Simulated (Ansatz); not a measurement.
The parent structure is Cs₂O in the anti-CdI2 type structure (space group P-3m1, No. 164; a = 4.170 Å, c = 6.820 Å; a hypothetical phase, not in the database extracts checked). Axes: x lies along a and z along c of the hexagonal cell.

Computed with Ansatz (a program for electronic structure) PBE-D3(BJ), no SOC.

Before the change:

The band gap comes out as 0.95 eV, the width of the top valence band comes out as 0.57 eV and the pressure is 0.00 GPa.

Modification: compressive biaxial strain of 1.03 % in the plane normal to [001], as in epitaxy on a mismatched substrate; the out-of-plane cell vector and the atoms relax.

Task: Estimate the effect on the band gap.

Result: The band gap grows by 0.05 eV to 1.00 eV.

Task: What does the calculation give for the width of the top valence band after the change?

Result: The width of the top valence band decreases by 0.03 eV, from 0.57 eV to 0.54 eV.

Task: What happens to the pressure?

Result: The pressure (mean of the normal stresses, compression positive) goes from zero to 0.21 GPa.

No phonon test of stability was made.
